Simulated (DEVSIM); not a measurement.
Structure: Co/SiON/n-InP capacitor, at 300 K.

| layer (left to right) | material | thickness (nm) | Nd (cm⁻³) |
|---|---|---|---|
| 1 | SiON | 5.80 | - |
| 2 | InP | 14000 | 2e15 |

Metal gate on the left, work function 5 eV. Fixed charge at the semiconductor interface 0 cm⁻² (in units of +e); interface traps 1e11 cm⁻² eV⁻¹, uniform in energy, neutral level at 0.7 of the gap above the valence band.

Constants are typed, rounded textbook-type inputs, not results; the design itself was drawn at random and stands for no fabricated device. Values at 300 K.

```
parameter      SiON     InP
-------------  ----  ------
gap (eV)          7   1.344
affinity (eV)   1.4    4.38
permittivity    5.5    12.5
Nc (cm⁻³)         -  5.7e17
Nv (cm⁻³)         -  1.1e19
```

DEVSIM, 1D Poisson equation in equilibrium, Boltzmann statistics, complete ionisation; no quantum confinement or tunnelling. Metal contacts follow the ideal Schottky-Mott rule: no Fermi-level pinning, no interface dipoles.

**Question.** Tabulate band edges, carrier densities and field at -0.2 V on the gate.

**Answer.** Energies count from the Fermi level of the right contact; mesh points crowd at the junctions.

```csv
x (μm),Ec (eV),Ev (eV),n (cm⁻³),p (cm⁻³),field (V/cm)
0.000,3.800,-3.200,< 1e2,< 1e2,-56000
0.001351,3.792,-3.208,< 1e2,< 1e2,-56000
0.003538,3.780,-3.220,< 1e2,< 1e2,-56000
0.005258,3.771,-3.229,< 1e2,< 1e2,-56000
0.007085,0.785,-0.559,37000,4.5e9,-19000
0.01075,0.778,-0.566,48000,3.5e9,-19000
0.01938,0.762,-0.582,89000,1.9e9,-18000
0.05292,0.702,-0.642,920000,1.8e8,-18000
0.1212,0.589,-0.755,7.2e7,2300000,-16000
0.2957,0.362,-0.982,4.7e11,350,-10000
0.7073,0.156,-1.188,1.4e15,< 1e2,-960
2.306,0.146,-1.198,2.0e15,< 1e2,≈ 0
5.752,0.146,-1.198,2.0e15,< 1e2,≈ 0
10.45,0.146,-1.198,2.0e15,< 1e2,≈ 0
12.92,0.146,-1.198,2.0e15,< 1e2,≈ 0
13.56,0.146,-1.198,2.0e15,< 1e2,≈ 0
13.83,0.146,-1.198,2.0e15,< 1e2,≈ 0
13.93,0.146,-1.198,2.0e15,< 1e2,≈ 0
13.98,0.146,-1.198,2.0e15,< 1e2,≈ 0
14.00,0.146,-1.198,2.0e15,< 1e2,≈ 0
14.00,0.146,-1.198,2.0e15,< 1e2,≈ 0
14.01,0.146,-1.198,2.0e15,< 1e2,≈ 0
```
